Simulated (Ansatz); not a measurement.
## How the band gap of rock-salt BeS (model structure) moves with the method

No measured value is used here.

```json
[
 {"level (code)": "LDA (Ansatz)", "value (eV)": "1.00", "cell (Å³/atom)": "11.82"},
 {"level (code)": "PBEsol (Ansatz)", "value (eV)": "0.97", "cell (Å³/atom)": "12.08"},
 {"level (code)": "r²SCAN (Ansatz)", "value (eV)": "1.35", "cell (Å³/atom)": "12.44"}
]
```

Computed values are for a static lattice.  LDA, PBEsol, r²SCAN: the gap is read on the k mesh or supercell of the run alone and can be too large. Each level is taken at its own relaxed cell. Ansatz's density-functional and Hartree–Fock values are scalar-relativistic unless marked +SOC, with PAW data made under PBE.

A model structure was made by putting elements into a prototype or built by hand; it is no filed structure, need not be a known phase, and can be a saddle point held by its symmetry.

Ansatz is an electronic-structure program.
